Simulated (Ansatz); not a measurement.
Results of PBE in Ansatz (plane waves, PAW) for fluorite HfO2 (high-temperature phase).

Run with plane-wave cutoff 520 eV, 12×12×12 k mesh, Fermi–Dirac smearing 0.01 eV, scalar-relativistic PAW data made under PBE.

Pressure at four volumes; x = ln(V/11.036 Å³). One pressure is withheld.

```csv
V (Å³/atom),x,P (GPa)
10.374,-0.0619,17.38
11.036,0.0000,0.01
11.477,0.0392,-8.89
11.698,0.0583,?
```

**Question.** Pass a parabola P(x) through the three rows shown, estimate the bulk modulus and its pressure derivative near zero pressure, and predict the withheld pressure.

**Answer.** Slopes between the rows: (0.01 − (17.38))/(0.0000 − (-0.0619)) = -280.61 and (-8.89 − (0.01))/(0.0392 − (0.0000)) = -227.04 GPa. Their difference over the span 0.1011 is c = 53.57/0.1011 = 529.9 GPa, so P(x) = 17.38 + (-280.61)(x − (-0.0619)) + 529.9 (x − (-0.0619))(x − (0.0000)). At the middle row B = −dP/dx = −[-280.61 + 529.9 × 0.0619] = 247.8 GPa, and B′ = dB/dP = 2c/B = 4.3. At x = 0.0583 the parabola gives -12.64 GPa; the run gives -12.68 GPa. The Birch–Murnaghan fit to the energies at all volumes has B0 = 246 GPa and B′ = 4.2.

Measured, for comparison: bulk modulus 242 ± 16 GPa (room temperature, not corrected to a static lattice, nanocrystalline cubic HfO2, second-order Birch-Murnaghan; as tabulated in High-pressure structural stability, equation of state, and thermal expansion …). Computed less measured: bulk modulus +1.7 % (inside the measured uncertainty). A static lattice is as a rule a little smaller and stiffer than an uncorrected measurement, which can account for part of this in the bulk modulus.

Note: symmetry holds this phase in the static calculation, where it need not be a minimum; held by symmetry at 0 K, a high-temperature phase can be a saddle point.

Spin–orbit coupling is not included.

Ansatz is an electronic-structure program.
